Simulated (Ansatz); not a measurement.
LiGeN (P6₃mc, No. 186, 6 atoms in the cell; start mp-1246087), treated with PBEsol (Ansatz, a first-principles code, PAW).

Settings: plane-wave cutoff 520 eV, 12×12×4 k mesh (along the axes of the cell as run), Fermi–Dirac smearing 0.01 eV, scalar-relativistic PAW data made under PBE.

Cell (relaxed at this level):

```
LiGeN
1.0
    2.97924     0.00000     0.00000
   -1.48962     2.58009     0.00000
    0.00000     0.00000     9.32185
Li Ge N
2 2 2
Cartesian
  1.48962   0.86003   6.92878
  0.00000   1.72006   2.26785
  0.00000   0.00000   4.64082
  0.00000   0.00000   9.30174
  0.00000   1.72006   5.62577
  1.48962   0.86003   0.96484
```

### Question
What does this level give for the band gap, Γ–Γ gap and bulk modulus B0?

### Answer

- band gap: 1.47 eV (on the SCF k mesh)
- Γ–Γ gap: 3.09 eV
- bulk modulus B0: 72.4 GPa

Note: the relaxation could not lower the start's symmetry, so the cell can be a saddle point above a distorted one; the bulk modulus is −V dP/dV from two relaxed cells at ±2 % in volume.

Spin–orbit coupling is not included.

The computed numbers hold no vibrational or temperature effects.

Cost on a shared machine: around 40 core-seconds (rough).

A start named mp-… is a Materials Project structure, which need not be a measured phase.
